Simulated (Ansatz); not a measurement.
**Response to strain in NiSi2**

Consider NiSi2 (space group Fm-3m, No. 225; a = 5.387 Å; non-magnetic). Axes: x, y, z lie along the cube axes.

Strains are applied to the cell and any free atomic positions relax; under biaxial strain the out-of-plane vector relaxes too.

Method: r2SCAN (Ansatz, an electronic-structure program; PAW; 500 eV plane waves; no SOC).

Candidates:
(a) isotropic strain −4.62 %
(b) biaxial strain −0.86 %, plane normal [111], relaxed out of plane
(c) isotropic strain −1.33 %
(d) uniaxial strain ε_yy = +0.75 %
(e) isotropic strain +2.91 %

Notes on the quantities. energy relative to the base: free energy F.

Order them by energy relative to the base, lowest first.

(d) uniaxial strain ε_yy = +0.75 % (+0.5 meV/atom), (b) biaxial strain −0.86 %, plane normal [111], relaxed out of plane (+2.0 meV/atom), (c) isotropic strain −1.33 % (+11 meV/atom), (e) isotropic strain +2.91 % (+46 meV/atom), (a) isotropic strain −4.62 % (+151 meV/atom)

Without a gap, meshes like the base's 15×15×15 leave anisotropic stresses uncertain by several tenths of a GPa, and small strain energies with them. Stability against distortions was not tested. Starting moments died away, wholly or in part, for the base; another magnetic solution may exist. All final runs are without spin polarisation.
